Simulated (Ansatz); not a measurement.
Given:

```
MgTe
1.0
    4.61711     0.00000     0.00000
    2.30856     3.99854     0.00000
    0.00000     0.00000     7.17197
Mg Te
2 2
Direct
  0.33333   0.33333   0.99483
  0.66667   0.66667   0.49483
  0.33333   0.33333   0.38117
  0.66667   0.66667   0.88117
```

No spin polarisation.

All numbers come from plane-wave PAW DFT at the LDA level (Ansatz, a quantum-chemistry and plane-wave program, 420 eV), no spin-orbit coupling. Γ-centred 9×9×5 mesh, Fermi–Dirac width 0.05 eV.

Problem. What is the computed space group?

Solution. P6_3mc (No. 186).

Problem. Predict the mean in-plane stress (compression positive).

Solution. -1.4 GPa.

The cells carry an imposed strain or load. Whether these cells are dynamically stable was not tested. The cell was made from MgTe in the wurtzite structure (space group P6_3mc, No. 186) by this change: biaxial strain +2.40 %, plane normal [001], relaxed out of plane.
